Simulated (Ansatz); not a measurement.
Structures of equal composition on the (111) surface of fcc Pt: clean 1x1; top plane shifted to the other hollow. The slabs share one bottom face, and each structure is named by its start. These are constructed structures in small cells; real faces may alloy, dewet or reconstruct in larger ones, and not all known structures of the face are among them. Slabs of about 11 Å with all that they carry, Fermi-Dirac smearing of 0.1 eV. Bottom of the slabs: a bare face, its two planes held. Relaxed from the named starts with such symmetry as they have, on meshes of like density; energies extrapolated to zero smearing; no spin-orbit coupling, no U. Spin-polarised runs, if any, are marked in brackets, and their order is one that fits the cell; the others ran without spin.

Level of theory: PBE (plane waves to 420 eV, PAW; Ansatz, an electronic-structure program).

**Question.** Put the candidates in order of energy per 1x1 cell, lowest first, for PBE.

**Answer.** clean 1x1 (0.000 eV), top plane shifted to the other hollow (0.059 eV)
